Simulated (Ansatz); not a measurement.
Ansatz (an electronic-structure program) run on BaC2 (P1, 3 atoms in the cell): self-consistent single point.

Computed with LDA (PW92), PAW files made with PBE (plane waves; Ansatz).

The change in words: lattice scaled by 0.98. Reference geometry:
```xyz
3
Lattice="-2.2035 2.2035 3.6345 2.2035 -2.2035 3.6345 2.2035 2.2035 -3.6345" Properties=species:S:1:pos:R:3 pbc="T T T"
Ba     0.0015    -0.0484     0.0414
C     -0.0506    -0.0318     4.2344
C      0.0491     0.0802     2.9932
```

Reference input (self-consistent single point, DFT, LDA (PW92), plane waves, PAW files made with PBE): kpoints.mp_grid.grid = 6 6 7; hamiltonian.xc = lda; hamiltonian.pseudopotentials = {kind: paw} (an earlier, softer set of the program's PAW files); scf.occupations.method = fixed. This run's input differs from it in these lines:

Ansatz 0.2 input:
```diff
@@ -2,9 +2,9 @@
   lattice:
-    - [-2.203520, 2.203520, 3.634495]
-    - [2.203520, -2.203520, 3.634495]
-    - [2.203520, 2.203520, -3.634495]
+    - [-2.159450, 2.159450, 3.561805]
+    - [2.159450, -2.159450, 3.561805]
+    - [2.159450, 2.159450, -3.561805]
   atoms:
-    - { symbol: Ba, position_ang: [0.001498, -0.048425, 0.041419] }
-    - { symbol: C, position_ang: [-0.050555, -0.031751, 4.234423] }
-    - { symbol: C, position_ang: [0.049055, 0.080177, 2.993152] }
+    - { symbol: Ba, position_ang: [0.001468, -0.047456, 0.040590] }
+    - { symbol: C, position_ang: [-0.049544, -0.031116, 4.149734] }
+    - { symbol: C, position_ang: [0.048074, 0.078574, 2.933289] }
 kpoints:
```

Output, abridged:

```
SCF iter   1: F=—  HF=-6266.267038 eV  |F-HF|=—  |Δ(HF+E_count)|=         —  Δρ=7.41e-2  dr2=3.52e0  ethr=3.10e-3  ⟨swp⟩=4.4  Hψ=9367  notcnv=0  defer=202
all-band conjugate gradients solve this SCF's bands
preconditioner: auto → none
SCF iter   2: F=—  HF=-6265.153609 eV  |F-HF|=—  |Δ(HF+E_count)|=    1.11e0  Δρ=2.86e-2  dr2=4.50e-1  ethr=3.10e-3  ⟨swp⟩=2.7  Hψ=4290  notcnv=0  defer=185
SCF iter   3: F=—  HF=-6265.032347 eV  |F-HF|=—  |Δ(HF+E_count)|=   1.21e-1  Δρ=1.29e-2  dr2=6.77e-2  ethr=2.50e-3  ⟨swp⟩=2.5  Hψ=2597  notcnv=0  defer=240
   [... lines left out ...]
SCF iter   5: F=—  HF=-6265.017380 eV  |F-HF|=—  |Δ(HF+E_count)|=   2.27e-3  Δρ=1.66e-3  dr2=2.10e-3  ethr=6.56e-5  ⟨swp⟩=2.2  Hψ=3296  notcnv=0  defer=256
SCF iter   6: F=—  HF=-6265.016945 eV  |F-HF|=—  |Δ(HF+E_count)|=   4.36e-4  Δρ=1.86e-4  dr2=1.98e-5  ethr=1.17e-5  ⟨swp⟩=2.1  Hψ=2512  notcnv=0  defer=256
SCF iter   7: F=—  HF=-6265.016952 eV  |F-HF|=—  |Δ(HF+E_count)|=   7.84e-6  Δρ=5.13e-5  dr2=1.81e-6  ethr=1.10e-7  ⟨swp⟩=2.1  Hψ=2756  notcnv=0  defer=133
SCF iter   8: F=-6265.016953 eV  HF=-6265.016953 eV  |F-HF|=2.48e-8  |Δ(HF+E_count)|=   1.88e-7  Δρ=9.25e-6  dr2=5.51e-8  ethr=5.56e-10  ⟨swp⟩=8.1  Hψ=13360  notcnv=0
SCF 1 converged in 8 iterations: F = -6265.016953 eV  dr2 = 5.51e-8
Free energy (F): -6265.016953 eV
Internal energy: -6265.016953 eV  (E = F + TS)
E sigma→0 (E₀):  -6265.016953 eV
Fermi energy:    4.968084 eV
--- Forces (eV/Å), atoms counted from 1 ---
  atom   1  Ba    -0.00370154     0.12229829    -0.15260251
  atom   2  C     -0.14061502    -0.22576787     2.47839753
  atom   3  C      0.14432522     0.10343699    -2.32586170
--- Stress (GPa, compression-positive) ---
       -1.541056       0.183378      -1.073122
        0.183378      -1.567144      -1.163566
       -1.073124      -1.163568       5.800728
  P = ⅓ Tr σ = 0.8975 GPa (8.975 kbar)
  The stress holds the Pulay correction. Without it, at fixed plane waves, as pw.x and ABINIT print it: P = 0.7616 GPa
```

The run converged in 8 iterations. Against the reference run the free energy goes down by 10.9 meV/atom, the pressure goes from -3.20 to 0.90 GPa, the largest force goes from 0.552 to 2.493 eV/Å and the gap on the mesh goes from 1.546 to 1.402 eV.

The starting cell comes from a database of computed structures (which also holds hypothetical and non-ambient phases and stackings), without a prior relaxation at this level. Its atoms were displaced at random from the sites of space group no. 139. For this run, on top of that: lattice scaled by 0.98. Forces in this geometry exceed 1 eV/Å. Ansatz's pressure includes its estimate of the finite-basis (Pulay) stress.
